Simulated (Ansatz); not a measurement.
Base system: ZrC in the rock salt structure (space group Fm-3m, No. 225; a = 4.6691 Å; relaxed with 0.1 eV smearing).

The values are results of plane-wave PAW DFT at the PBEsol level (Ansatz, a program for electronic structure, 420 eV), no spin-orbit coupling, not measurements.

Base values:

| Property | Value |
|---|---|
| Band gap | zero |

Now apply this change: the cell is scaled by 0.9750 in all directions; the atoms relax in the strained cell.

Q: How does this affect the energy relative to the base and band gap?

A: The energy rises by 57 meV/atom; the band gap is still zero.

No phonon test of stability was made. The final runs are not spin-polarised.
